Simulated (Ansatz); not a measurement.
Sc on the Si site (Sc_Si) in 4H silicon carbide (start: the Si(k) site; 96-site cell, 2×2×2 shifted sampling). All values below come from PBE, PAW (plane waves to 420 eV; Ansatz, an electronic-structure program). Total energies of the localised charge states, counted from that of charge 0, and their image corrections (point charge with alignment); the host's valence-band maximum lies at 9.362 eV on the cells' energy zero and its gap is 2.23 eV.

| charge | moment (μB) | E − E(first) (eV) | correction (eV) |
|---|---|---|---|
| 0 | 1.0 | 0.000 | 0.000 |
| −1 | not spin-polarised | 9.566 | 0.069 |

Problem. Derive the transition levels above the valence-band maximum and say which of them are thermodynamic.

Solution. A level is the Fermi energy at which two charges have equal formation energy: ε(q/q′) = [E(q′) + corr(q′) − E(q) − corr(q)] / (q − q′) − E_VBM.
ε(0/−1) = [(9.566 + 0.069) − (0.000 + 0.000)] / 1 − 9.362 = 0.27 eV
Thermodynamic levels at least 0.1 eV inside the gap: (0/−1) at 0.27 eV. They hold to tenths of an eV in this cell. Only the charges listed were compared. At charge +1 the carrier sat in host band states, shallow at most. Flagged in the runs: a host whose relaxation on this sampling wasn't shown to rest, a strain field that reaches the edge of the cell.
